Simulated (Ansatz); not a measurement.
Input:

```xyz
2
Lattice="3.5120 0.0000 0.0000 -1.7560 2.9819 0.0000 0.0000 0.0000 5.3669" Properties=species:S:1:pos:R:3 pbc="T T T"
Lu     1.7560     1.0030     4.0251
Lu     0.0000     1.9788     1.3417
```

No spin polarisation.

All numbers come from PBEsol/PAW in Ansatz (a quantum-chemistry and plane-wave program), scalar-relativistic without spin-orbit coupling. Γ-centred 19×19×11 mesh, Fermi–Dirac width 0.1 eV.

### Question
Predict the space group, band gap and pressure.

### Answer
The space group is Cmcm (No. 63). The band gap is zero and the pressure (mean of the normal stresses, compression positive) comes out as -0.9 GPa.

The cells carry an imposed strain or load. Stability against distortions was not tested. The cell was made from Lu in the hcp (Mg type) structure (space group P6_3/mmc, No. 194) by this change: uniaxial strain ε_xx = +2.00 %.
